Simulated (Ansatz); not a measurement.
Start from BN in the rock salt structure (space group Fm-3m, No. 225; a = 3.483 Å; a hypothetical phase, not in the database extracts checked).

Method: Ansatz (a program for electronic structure), PBEsol, PAW, cutoff 420 eV, no spin-orbit coupling.

For the base:

The gap character is indirect, a point along ⟨110⟩, about 0.8 Å⁻¹ from Γ → X and the gap between the host's bands comes out as 1.29 eV.

The change: hole doping at 7.0×10^20 cm⁻³ (0.00739 per cell), with a uniform compensating background at fixed cell and a 300 K Fermi–Dirac width.

Problem. How does this affect the gap character, Fermi level from band edge and gap between the host's bands?

Solution. The gap character stays indirect, a point along ⟨110⟩, about 0.8 Å⁻¹ from Γ → X; the Fermi level relative to the doped band's edge (positive inside the band; to 0.05 eV) comes out as +0.10 eV; the gap between the host's bands goes up by 0.01 eV, from 1.29 eV to 1.30 eV.

Carriers are added with a uniform compensating background; total energy and stress of such cells depend on the potential's zero and are not compared; many-body gap narrowing is missing at this level. Stability against distortions was not tested.
